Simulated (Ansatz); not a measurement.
Start from CuAu (space group P4/mmm, No. 123; a = 2.8531 Å, c = 3.5703 Å; relaxed with 0.1 eV smearing). Axes: x, y, z lie along a, b, c of the conventional cell.

Structures relaxed with plane-wave PAW DFT at the r2SCAN level (Ansatz, a quantum-chemistry and plane-wave program, 500 eV), without spin-orbit coupling.

Base:

Simulated powder pattern, Cu Kα1, λ = 1.54056 Å (kinematic, ideal powder, no thermal factors, no anomalous dispersion; the 8 strongest lines at most, above 2 %, up to 2θ = 90°):

| 2θ (°) | I/Imax (%) | hkl |
|---|---|---|
| 24.92 | 20 | (001) |
| 31.33 | 23 | (100) |
| 40.44 | 100 | (101) |
| 44.89 | 37 | (110) |
| 51.13 | 13 | (002) |
| 65.36 | 12 | (200) |
| 70.36 | 19 | (112) |
| 79.75 | 27 | (211) |

After one change:

Simulated powder pattern, Cu Kα1, λ = 1.54056 Å (kinematic, ideal powder, no thermal factors, no anomalous dispersion; the 8 strongest lines at most, above 2 %, up to 2θ = 90°):

```json
[
 {"2θ (°)": "22.99", "I/Imax (%)": "24"},
 {"2θ (°)": "33.00", "I/Imax (%)": "20"},
 {"2θ (°)": "40.60", "I/Imax (%)": "100"},
 {"2θ (°)": "46.97", "I/Imax (%)": "16"},
 {"2θ (°)": "47.36", "I/Imax (%)": "32"},
 {"2θ (°)": "68.91", "I/Imax (%)": "21"},
 {"2θ (°)": "82.87", "I/Imax (%)": "13"},
 {"2θ (°)": "83.44", "I/Imax (%)": "25"}
]
```

Problem. Which of these changes matches the shifts?
A) biaxial strain −3.08 %, plane normal [001], relaxed out of plane
B) biaxial strain −4.93 %, plane normal [001], relaxed out of plane
C) biaxial strain +1.86 %, plane normal [001], relaxed out of plane
D) uniaxial strain ε_xx = +5.77 %

Solution. B, biaxial strain −4.93 %, plane normal [001], relaxed out of plane. Its volume per atom is 14.22 Å³ against 14.53 Å³, and its space group is P4/mmm (No. 123).

Stability against distortions was not tested. All final runs are without spin polarisation.
